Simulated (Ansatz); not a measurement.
System: BeS (model structure, started from the NiAs type, P6₃/mmc, No. 194, 4 atoms in the cell). Method: r²SCAN+rVV10 (plane waves, PAW; Ansatz, a program for electronic structure).

Numerical settings: plane-wave cutoff 560 eV, 12×12×8 k mesh (along the axes of the cell as run), Fermi–Dirac smearing 0.01 eV, scalar-relativistic PAW data made under PBE.

Cell (relaxed at this level):

```
CELL_PARAMETERS angstrom
      3.29339     0.00000     0.00000
     -1.64670     2.85216     0.00000
      0.00000     0.00000     5.24596
ATOMIC_POSITIONS crystal
  Be 0.00000 0.00000 0.00000
  Be 0.00000 0.00000 0.50000
  S  0.33333 0.66667 0.25000
  S  0.66667 0.33333 0.75000
```

Predict the band gap.


band gap: 1.79 eV (on the SCF k mesh)

Note: the relaxation could raise the start's symmetry but not lower it, so the cell can be a saddle point.

Computed values are for the static lattice.

A model structure was made by putting elements into a prototype or built by hand; it is no filed structure, need not be a known phase, and can be a saddle point held by its symmetry.
